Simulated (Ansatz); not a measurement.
Consider GeS₂ in the 2H-MoS2 type structure (space group P6_3/mmc, No. 194; a hypothetical phase, not in the database extracts checked; layered, stacked along the Cartesian z axis).

```cif
data_Ge2S4
_chemical_formula_sum 'Ge2 S4'
_space_group_name_H-M_alt 'P63/mmc'
_space_group_IT_number 194
_space_group_name_Hall '-P 6c 2c'
_cell_length_a 3.38198
_cell_length_b 3.38198
_cell_length_c 10.39043
_cell_angle_alpha 90.000
_cell_angle_beta 90.000
_cell_angle_gamma 120.000
loop_
_atom_site_label
_atom_site_type_symbol
_atom_site_symmetry_multiplicity
_atom_site_Wyckoff_symbol
_atom_site_fract_x
_atom_site_fract_y
_atom_site_fract_z
_atom_site_occupancy
Ge1 Ge 2 c 0.33333 0.66667 0.25000 1
S1 S 4 f 0.66667 0.33333 0.10324 1
```

Calculations: Ansatz (a program for electronic structure), PBEsol-D3(BJ), PAW, cutoff 420 eV, scalar-relativistic without spin-orbit coupling.

For the base:

The band gap comes out as zero. The shortest interatomic distance comes out as 2.478 Å and the In-plane lattice parameter a is 3.382 Å.

It is then changed as follows: a free-standing slab of 1 layer (3 atoms, 3 a layer) is cut normal to the stacking axis, with 15 Å of vacuum and the in-plane cell relaxed.

### Question
What happens to the band gap?

### Answer
The band gap remains zero.

### Question
How does this affect the shortest interatomic distance?

### Answer
The shortest interatomic distance decreases by 0.034 Å to 2.444 Å.

### Question
How does this affect the excess energy per area of both faces?

### Answer
The excess energy per area of both faces (slab less bulk energy over the cell's area: twice a surface energy) is 0.92 J/m² (uncertain by up to 0.05 J/m²).

### Question
Estimate the effect on the in-plane lattice parameter a.

### Answer
The in-plane lattice parameter a shrinks by 0.077 Å to 3.305 Å.

### Question
What does the calculation give for the thickness between the outermost nuclei after the change?

### Answer
The thickness between the outermost nuclei comes out as 3.05 Å.

Slab and bulk use different k-meshes, which limits the precision of the excess energy. No phonon test of stability was made. The final runs are not spin-polarised.
